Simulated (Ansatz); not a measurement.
# A computed series for VN: response to strain

Start from VN in the rock salt structure (space group Fm-3m, No. 225; a = 4.073 Å). Axes: x, y, z lie along the cube axes.

Strains are applied to the cell and any free atomic positions relax; under biaxial strain the out-of-plane vector relaxes too.

Method: DFT with PBEsol, PAW potentials and a 420 eV plane-wave cutoff in Ansatz (a first-principles code), without spin-orbit coupling.

Candidates:
(a) uniaxial strain ε_zz = +1.16 %
(b) uniaxial strain ε_yy = +5.19 %
(c) biaxial strain +0.48 %, plane normal [111], relaxed out of plane
(d) biaxial strain −1.27 %, plane normal [111], relaxed out of plane
(e) isotropic strain +0.99 %

Notes on the quantities. energy relative to the base: free energy F.

Order them by energy relative to the base, lowest first.

(c) biaxial strain +0.48 %, plane normal [111], relaxed out of plane (+0.6 meV/atom), (a) uniaxial strain ε_zz = +1.16 % (+2.3 meV/atom), (d) biaxial strain −1.27 %, plane normal [111], relaxed out of plane (+4.5 meV/atom), (e) isotropic strain +0.99 % (+7.7 meV/atom), (b) uniaxial strain ε_yy = +5.19 % (+39 meV/atom)

Without a gap, meshes like the base's 20×20×20 leave anisotropic stresses uncertain by several tenths of a GPa, and small strain energies with them. Stability against distortions was not tested. Starting moments died away, wholly or in part, for the base; another magnetic solution may exist. All final runs are without spin polarisation.
